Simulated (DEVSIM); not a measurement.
Device: abrupt Ge p-n junction, at 300 K.

Layer 1 from the left is Ge, thickness (μm) 3.10, Na (cm⁻³) 5.7e16, τn (s) 1.5e-6, τp (s) 1.5e-6. Layer 2 from the left is Ge, thickness (μm) 0.490, Nd (cm⁻³) 2.2e14, τn (s) 1.5e-6, τp (s) 1.5e-6.

Left contact: ohmic. Right contact: ohmic. Voltage is applied to the left contact. Recombination: SRH at mid-gap, radiative, Auger. Mobility is μmin + (μ − μmin)/(1 + (N/Nref)^α).

This is a model device: material constants are rounded textbook-type values typed into the input, and sizes, dopings and lifetimes were drawn at random. Values at 300 K.

Ge: gap (eV) 0.664, affinity (eV) 4, permittivity 16, Nc (cm⁻³) 1.04e19, Nv (cm⁻³) 6e18, μn (cm²/Vs) 3900, μp (cm²/Vs) 1900, μn,min 150, μp,min 100, Nref,n 2.6e17, Nref,p 4e17, αn 0.56, αp 0.6, B (cm³/s) 6.4e-14, Cn (cm⁶/s) 1e-31, Cp (cm⁶/s) 1e-31.

Model (solved in DEVSIM): 1D drift-diffusion, Boltzmann statistics, complete ionisation; no tunnelling, impact ionisation, image-force lowering or self-heating.

Question: What does the simulation give for the dark forward voltage at 100 A/cm², the largest field in the device at zero bias, the potential step across the device at zero bias?

Answer: dark forward voltage at 100 A/cm² 0.133 V; largest field in the device at zero bias 12000 V/cm; potential step across the device at zero bias 0.266 V.
